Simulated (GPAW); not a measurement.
A working GPAW input for KAg3Se2 (C2/m, 12 atoms in the cell) (DFT LDA (Perdew-Wang 92), plane waves, GPAW PAW datasets LDA (gpaw-data 1.0.1)):

```python
from ase import Atoms
from ase.units import GPa
from gpaw import GPAW, PW, FermiDirac

atoms = Atoms(['Ag', 'Ag', 'K', 'K', 'Ag', 'Ag', 'Se', 'Se', 'Se', 'Se', 'Ag', 'Ag'],
              cell=[[8.305000, -2.192000, 0.000000],
                    [8.305000, 2.192000, 0.000000],
                    [-3.777744, 0.000000, 7.902451]],
              positions=[[9.772622, -0.000000, 3.478106],
                         [3.059634, 0.000000, 4.424345],
                         [2.070759, -0.000000, 0.374576],
                         [10.761497, -0.000000, 7.527875],
                         [7.426476, -0.000000, 5.126399],
                         [5.405780, -0.000000, 2.776052],
                         [7.752345, -0.000000, 1.682116],
                         [5.079911, -0.000000, 6.220335],
                         [0.718000, -0.000000, 5.580237],
                         [12.114256, -0.000000, 2.322214],
                         [-0.573987, 0.000000, 3.148178],
                         [13.406243, 0.000000, 4.754273]],
              pbc=True)

calc = GPAW(mode=PW(600),
            xc='LDA',
            kpts={'size': (3, 3, 2), 'gamma': True},
            occupations=FermiDirac(0.1),
            nbands=-18,
            symmetry={'symmorphic': False, 'tolerance': 0.0005},
            maxiter=150)

atoms.calc = calc

energy = atoms.get_potential_energy()
print('Energy (eV):', round(energy, 6))
forces = atoms.get_forces()
print('Forces (eV/Ang):')
print(forces.round(5))
stress = atoms.get_stress()
print('Stress (GPa, Voigt):', (stress / GPa).round(4))
```

The run converged in 18 iterations: free energy E − TS (from the program's reference atoms) -47.1822 eV; Fermi level (on the code's own zero) 4.97 eV; pressure -3.81 GPa; largest force (vector length) 0.277 eV/Å. Each of these slips is then made, one at a time:

(1)
```diff
-            maxiter=150)
+            max_iter=150)
```

(2)
```diff
-calc = GPAW(mode=PW(600),
+calc = GPAW(mode=PW(120),
```

(3)
```diff
-            nbands=-18,
+            nbands=70,
```

### Question
How does each altered input end?

### Answer

(1) A keyword that the program does not know. The program stopped before any SCF iteration, with the message: TypeError: Unknown GPAW parameter: max_iter.

(2) A basis or grid far too coarse for these potentials. The run converged in 20 iterations without an error; against the sound input the free energy rises by 15.0 eV/atom, the pressure goes from -3.81 to -399.9 GPa and the largest force goes from 0.277 to 1.104 eV/Å.

(3) Too few bands. The program stopped before any SCF iteration, with the message: ValueError: Too few bands! Electrons: 144.000000, bands: 70.

The starting cell comes from a database of published, mostly measured structures (it also holds non-ambient and calculated ones), without a prior relaxation at this level. In the base run, with a pressure of about -4 GPa the cell is away from its equilibrium volume at this level. The run gives no clean gap (levels at the Fermi energy touch, overlap or are partly filled at this smearing), which alone does not show that the compound is a metal. Without a gap this mesh is coarse (it stands for a supercell whose shortest vector is 13 Å).

Left out of this page: 4 runs of the series outside the window shown, repeating another row's setting, or not comparable.
